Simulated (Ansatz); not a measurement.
The parent structure is TaN in the rock salt structure (space group Fm-3m, No. 225; a = 4.417 Å).

Structures relaxed with PBE (Ansatz, a program for electronic structure), scalar-relativistic without spin-orbit coupling.

Base:

Simulated powder pattern, Cu Kα1, λ = 1.54056 Å (kinematic, ideal powder, no thermal factors, no anomalous dispersion; the 8 strongest lines at most, above 2 %, up to 2θ = 90°):

| 2θ (°) | I/Imax (%) | hkl |
|---|---|---|
| 35.16 | 100 | (111) |
| 40.82 | 67 | (200) |
| 59.11 | 45 | (220) |
| 70.67 | 44 | (311) |
| 74.33 | 15 | (222) |
| 88.46 | 7.7 | (400) |

It is then changed as follows: every Ta is replaced by V, then cell and atoms are relaxed.

After the change:

Simulated powder pattern, Cu Kα1, λ = 1.54056 Å (kinematic, ideal powder, no thermal factors, no anomalous dispersion; the 8 strongest lines at most, above 2 %, up to 2θ = 90°):

```json
[
 {"2θ (°)": "37.82", "I/Imax (%)": "73", "hkl": "(111)"},
 {"2θ (°)": "43.95", "I/Imax (%)": "100", "hkl": "(200)"},
 {"2θ (°)": "63.90", "I/Imax (%)": "55", "hkl": "(220)"},
 {"2θ (°)": "76.71", "I/Imax (%)": "26", "hkl": "(311)"},
 {"2θ (°)": "80.81", "I/Imax (%)": "17", "hkl": "(222)"}
]
```

The indices refer to each structure's own conventional cell; one index is shown for lines that coincide.

Whether these cells are dynamically stable was not tested. Starting moments died away, wholly or in part, for Ta → V; another magnetic solution may exist. All final runs are without spin polarisation. This is not the structure that TaN has at room temperature and ambient pressure.
